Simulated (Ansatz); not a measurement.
Ansatz (an electronic-structure program) run on AlN (F-43m, 2 atoms in the cell): self-consistent single point.

Level of theory: PBE (plane waves, PAW; Ansatz).

The change in words: lattice scaled by 0.98. Reference geometry:
```yaml
crystal:
  lattice:
    - [0.00000, 2.19000, 2.19000]
    - [2.19000, 0.00000, 2.19000]
    - [2.19000, 2.19000, 0.00000]
  atoms:
    - { symbol: Al, position: [0.00000, 0.00000, 0.00000] }
    - { symbol: N, position: [0.25000, 0.25000, 0.25000] }
```

Reference input (self-consistent single point, DFT, PBE, plane waves, default PAW files): kpoints.mp_grid.grid = 10 10 10; hamiltonian.xc = pbe; hamiltonian.pseudopotentials = {kind: paw} (the program's default PAW files); scf.occupations.method = fermi_dirac; scf.occupations.width = 0.01 eV. This run's input differs from it in these lines:

```diff
@@ -3,5 +3,5 @@
   lattice:
-    - [0.000000, 2.190000, 2.190000]
-    - [2.190000, 0.000000, 2.190000]
-    - [2.190000, 2.190000, 0.000000]
+    - [0.000000, 2.146200, 2.146200]
+    - [2.146200, 0.000000, 2.146200]
+    - [2.146200, 2.146200, 0.000000]
   atoms:
```

Output (repeated stretches shortened):

```
SCF iter   1: F=—  HF=-924.132183 eV  |F-HF|=—  |Δ(HF+E_count)|=         —  Δρ=7.60e-4  dr2=2.81e-5  ethr=1.77e-3  ⟨swp⟩=5.0  Hψ=2796  notcnv=0
all-band conjugate gradients solve this SCF's bands
preconditioner: auto → none
SCF iter   2: F=—  HF=-924.132320 eV  |F-HF|=—  |Δ(HF+E_count)|=   1.37e-4  Δρ=3.72e-4  dr2=6.57e-6  ethr=3.52e-7  ⟨swp⟩=2.0  Hψ=1121  notcnv=0
   [... lines left out ...]
SCF iter   4: F=-924.132357 eV  HF=-924.132357 eV  |F-HF|=4.13e-8  |Δ(HF+E_count)|=   1.47e-7  Δρ=2.44e-5  dr2=6.21e-8  ethr=2.43e-8  ⟨swp⟩=2.7  Hψ=549  notcnv=0
iter 5 did not close the SCF: its close was put off for the readings that it lacked (scf_convergence_deferred on its scf_iter line)
SCF iter   5: F=-924.132357 eV  HF=-924.132357 eV  |F-HF|=1.14e-9  |Δ(HF+E_count)|=   5.71e-8  Δρ=1.08e-5  dr2=1.11e-8  ethr=7.76e-10  ⟨swp⟩=2.6  Hψ=564  notcnv=0
SCF iter   6: F=-924.132357 eV  HF=-924.132357 eV  |F-HF|=1.21e-10  |Δ(HF+E_count)|=   1.15e-9  Δρ=1.57e-6  dr2=2.45e-10  ethr=1.39e-10  ⟨swp⟩=1.0  Hψ=1146  notcnv=0
SCF 1 converged in 6 iterations: F = -924.132357 eV  dr2 = 2.45e-10
Free energy (F): -924.132357 eV
Internal energy: -924.132357 eV  (E = F + TS)
E sigma→0 (E₀):  -924.132357 eV
Fermi energy:    9.210620 eV
--- Forces (eV/Å), atoms counted from 1 ---
  atom   1  Al     0.00000000    -0.00000000    -0.00000000
  atom   2  N     -0.00000000     0.00000000     0.00000000
--- Stress (GPa, compression-positive) ---
       17.093843       0.000000      -0.000000
        0.000000      17.093843       0.000000
       -0.000000       0.000000      17.093843
  P = ⅓ Tr σ = 17.0938 GPa (170.938 kbar)
  The stress holds the Pulay correction. Without it, at fixed plane waves, as pw.x and ABINIT print it: P = 16.5777 GPa
```

The run converged in 6 iterations. Against the reference run the free energy goes up by 37.7 meV/atom, the pressure goes from 3.15 to 17.09 GPa and the gap on the mesh goes from 3.321 to 3.352 eV.

The starting cell has typed, rounded lattice constants, without a prior relaxation at this level. For this run, on top of that: lattice scaled by 0.98. With a pressure of about 17 GPa the cell is away from its equilibrium volume at this level. Ansatz's pressure includes its estimate of the finite-basis (Pulay) stress. Without the estimate this run gives 16.58 GPa.

Keys are those of Ansatz 0.2.
